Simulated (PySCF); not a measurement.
PySCF 2.14.0, unrestricted PBE/def2-svp, df: Ni(Cl)(OH) ([OH][Ni][Cl]), charge 0, multiplicity 3, 4 atoms. The geometry is a generated start, not checked to be a minimum at this level.

```yaml
task: energy
method: pbe
basis: def2-svp
two_electron_scheme: density fitting
mol.max_memory: 3000 MB
mf.max_cycle: 100
mf.conv_tol: 1e-09 (default)
mf.grids.level: 3 (default)
basis_functions: 68
grid_points: 63416
```

```xyz
4

Ni     0.3430     0.2413    -0.4467
Cl     1.4244     1.0770    -1.7869
O     -0.6210    -0.4845     0.7586
H     -1.1464    -0.8339     1.4750
```

Charge 0 and multiplicity 3 are set for this test and not shown to be the ground state.

With the defaults (mf.DIIS = CDIIS, mf.diis_space = 8, mf.level_shift = 0, mf.diis = true, mf.damp = 0, mf.diis_start_cycle = 1, mf.init_guess = minao) it converges in 81 Fock builds. One run each on 2 threads, 1 BLAS thread, with these changes:
- mf.diis_space = 3
- mf.init_guess = 1e
- mf.diis = false, mf.damp = 0.7, mf.diis_start_cycle = 999
- mf.DIIS = EDIIS
- mf.diis_space = 12
- mf.diis = false
- mf.init_guess = sap
- mf.level_shift = 1 Hartree
- mf.init_guess = mod_huckel

Problem. Name the settings that don't reach the solution of the defaults.

Solution. No convergence: mf.DIIS = EDIIS; mf.diis_space = 3; mf.level_shift = 1 Hartree; mf.diis = false; mf.diis = false, mf.damp = 0.7, mf.diis_start_cycle = 999 (the run ends without SCF convergence in 100 cycles). The rest reach the solution of the defaults.

```
setting                                                    Fock builds             end
---------------------------------------------------------  -----------  --------------
mf.init_guess = mod_huckel                                          24   same solution
mf.init_guess = 1e                                                  29   same solution
mf.init_guess = sap                                                 34   same solution
mf.diis_space = 12                                                  68   same solution
the defaults                                                        81   same solution
mf.DIIS = EDIIS                                                    101  no convergence
mf.diis_space = 3                                                  101  no convergence
mf.level_shift = 1 Hartree                                         101  no convergence
mf.diis = false                                                    101  no convergence
mf.diis = false, mf.damp = 0.7, mf.diis_start_cycle = 999          101  no convergence
```
